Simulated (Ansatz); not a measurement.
CsCl-type HoRh was calculated with r²SCAN (PAW; Ansatz, a program for electronic structure).

Numerical settings: plane-wave cutoff 560 eV, 16×16×16 k mesh, Fermi–Dirac smearing 0.05 eV, spin-polarised with parallel moments, scalar-relativistic PAW data made under PBE.

Computed at the level's own relaxed cell.

Give the computed equilibrium lattice constant a and bulk modulus.


* **equilibrium lattice constant a**: 3.397 Å
* **bulk modulus**: 118 GPa

Note: the magnetic order was assumed, not searched for or taken from measurement; the 4f shell is treated without U or exact exchange, so its levels and filling can be wrong; the bulk modulus is −V dP/dV from two relaxed cells at ±2 % in volume.

Spin–orbit coupling is not included.

The computed numbers hold no vibrational or temperature effects.

It cost about 8 core-minutes (a rough figure) of CPU time.
